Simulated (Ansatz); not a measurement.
Take ZrO2 (space group P4_2/nmc, No. 137; a = 3.621 Å, c = 5.283 Å) as the base.

(Cell as relaxed with PBE.)

Levels (all Ansatz, a quantum-chemistry and plane-wave program, PAW): PBE (420 eV, without spin-orbit coupling); r2SCAN (500 eV, scalar-relativistic without spin-orbit coupling).

Each level relaxes its own structure.

| base | PBE | r2SCAN |
|---|---|---|
| volume per atom | 11.54 Å³ | 11.30 Å³ |
| lattice parameter a | 3.621 Å | 3.601 Å |
| band gap | 4.04 eV | 4.60 eV |

Now apply this change: hydrostatic tension (pressure −2 GPa).

```json
[
 {"quantity": "electron mass", "PBE": "2.3 mₑ along c, 0.62 mₑ across (at Γ)", "r2SCAN": "2.3 mₑ along c, 0.64 mₑ across (at Γ)"},
 {"quantity": "lattice parameter a", "PBE": "3.632 Å", "r2SCAN": "3.612 Å"}
]
```

PBE's lattice parameter a lies 0.0207 Å above r2SCAN's (0.6 %). Neither level is exact; r2SCAN is the comparison here, not a measurement.

Load acts through the strain it causes; cell and atoms are relaxed under it. Masses are band curvatures over ±0.01 Å⁻¹ around the edge. No phonon test of stability was made. This is not the structure that ZrO2 has at room temperature and ambient pressure.
